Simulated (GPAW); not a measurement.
## σyy against uniaxial strain in cubic perovskite BaZrO3 (space group 221): C12 (GPAW, PBEsol)

```
CELL_PARAMETERS angstrom
      4.11635     0.00000     0.00000
      0.00000     4.17903     0.00000
      0.00000     0.00000     4.17903
ATOMIC_POSITIONS crystal
  Ba 0.00000 0.00000 0.00000
  Zr 0.50000 0.50000 0.50000
  O  0.50000 0.00000 0.50000
  O  0.00000 0.50000 0.50000
  O  0.50000 0.50000 0.00000
```

Method: PBEsol, GPAW PAW datasets PBEsol (made by gpaw-setup) (plane waves; GPAW). Settings: mode = pw; ecut = 1040 eV; xc = PBEsol; kpts = 10 10 10; mesh shift (steps) = 0 0 0; occupations.name = fermi-dirac; occupations.width = 0.01 eV; nbands = -6; convergence.density = 1e-06 e/electron; convergence.energy = 1e-06 eV/electron; convergence.bands = -4; symmetry.symmorphic = false; symmetry.tolerance = 0.0005; maxiter = 120. The cell above is the first row's. The rows stretch one cube axis (x) by the strain ε and hold the other two. Stress is positive in tension. In all rows fractional positions and the k mesh are held.

```
ε (%)  σyy (GPa)
-----  ---------
-1.5           ?
-1.0       -0.83
-0.5       -0.40
0.0         0.02
0.5         0.43
1.0         0.83
1.5         1.22
2.0         1.60
```

**Question.** Fit σyy against ε with a parabola, and predict the withheld value at ε = -1.5.

**Answer.** Least squares gives σyy = 0.020 + 0.8300·ε - 0.0200·ε². Residuals (row less fit): 0.000, 0.000, 0.000, 0.000, 0.000, 0.000, 0.000; standard error 0.000 (degrees of freedom: 4). The slope at ε = 0, 0.8300 GPa per cent, gives C12 ≈ 100 × 0.8300 = 83 GPa, for the static lattice. At the withheld row, σyy = 0.020 + 0.8300 × (-1.5) - 0.0200 × (-1.5)² = -1.270 GPa. The calculation gives -1.28 GPa, 0.010 GPa below the prediction (0.3 % of the range of σyy in the table). The row lies outside the fitted rows, so this is an extrapolation.

Carrying the step between the two nearest rows on in a straight line would have given -1.26, off by 0.02; series whose last step already gives the withheld value aren't shown. The reference cell has the volume at which an earlier scan in this program and functional put its minimum by a fit. The runs keep the symmetry of the cell, so they don't test it for distortions. The unstrained cell stands at a pressure of -0.02 GPa, and the constants belong to that pressure. By symmetry this strain leaves no force on the atoms; the largest in the rows is 0.000 eV/Å. Spin-orbit coupling is off. Cutoffs and mesh are single choices, not tested for convergence of this quantity. Series with a scatter that would blur these digits, or in which a gap closes, are not shown. Strain series were run only where this level's volume lies within 10 % of a first guess from the measured size.
